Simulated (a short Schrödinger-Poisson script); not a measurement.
System: MOS inversion layer, Al2O3 on p-type Si(100), at 400 K.

From the gate side: 2.8 nm Al2O3; 230 nm Si, acceptors 3.6e18 cm⁻³.

The device is made up for the run: typed textbook-type constants, with dimensions and the other settings drawn at random. Al2O3: permittivity 9, conduction-band edge (eV) 2.7, gap (eV) 6.8, electron mass (mₑ) 0.3. Si: permittivity 11.7, conduction-band edge (eV) 0, gap (eV) 1.124, Nv at 300 K (cm⁻³) 3.1e19.

Channel valleys (confinement mass, in-plane density-of-states mass, number): Δ2 0.916, 0.19, 2; Δ4 0.19, 0.417, 4. At the gate the conduction-band edge of layer 1 lies 3.08 eV − eVg above the Fermi level of the channel; the field vanishes at the back. Gaps are held at their typed values at every temperature. Mesh 0.03 nm at interfaces.

Solved with a short Schrödinger-Poisson script written for these runs: 1D Poisson equation in equilibrium, electrons quantum, Hartree (BenDaniel-Duke, 12 states a valley, the channel's in-plane mass for all, wave functions ending at the dielectric), parabolic valleys, classical holes, full ionisation, no traps, pinning or gate leakage.

```tsv
Vg (V)	electrons (cm⁻²)	C (μF/cm²)	Δ2 E0 (meV from the Fermi level)	Δ4 E0 (meV from the Fermi level)
0.7	8.91e9	0.494	227.3	341.1
0.8	7.66e10	0.650	152.4	270.0
0.9	4.24e11	1.17	92.0	213.4
1	1.19e12	1.62	54.0	179.4
1.1	2.22e12	1.84	29.6	158.9
1.2	3.37e12	1.96	11.7	145.0
1.3	4.59e12	2.03	-2.8	134.5
1.4	5.85e12	2.08	-15.1	126.0
1.5	7.14e12	2.12	-26.1	118.9
1.6	8.46e12	2.15	-36.2	112.6
1.7	9.79e12	2.17	-45.6	106.9
1.8	1.11e13	2.18	-54.6	101.8
1.9	1.25e13	2.20	-63.1	97.0
2	1.39e13	2.21	-71.3	92.5
2.1	1.52e13	2.22	-79.3	88.2
2.2	1.66e13	2.23	-87.1	84.2
2.3	1.80e13	2.24	-94.6	80.4
2.4	1.94e13	2.25	-102.1	76.7
2.5	2.08e13	2.26	-109.3	73.2
```

Gate voltages with under 1e9 electrons/cm² are left out.

At Vg = 2.5 V the lowest Δ2 subband lies at -109.3 meV from the Fermi level. How many electrons does it hold, and what share of all?

The two-dimensional density of states is g m/(πħ²) = 1.59e11 cm⁻² meV⁻¹ (both spins), kT = 34.5 meV, so n = D kT ln(1 + exp(−E/kT)) = 1.76e13 cm⁻², 0.84 of the 2.08e13 cm⁻² in all.

Compare the slope of the sheet density between 2.3 and 2.5 V with the geometric capacitance of the layers between gate and channel.

q Δn/ΔV = 2.24 μF/cm²; ε0/Σ(t/ε) = 2.85 μF/cm². The ratio is 0.79: the channel acts as a further capacitance in series.
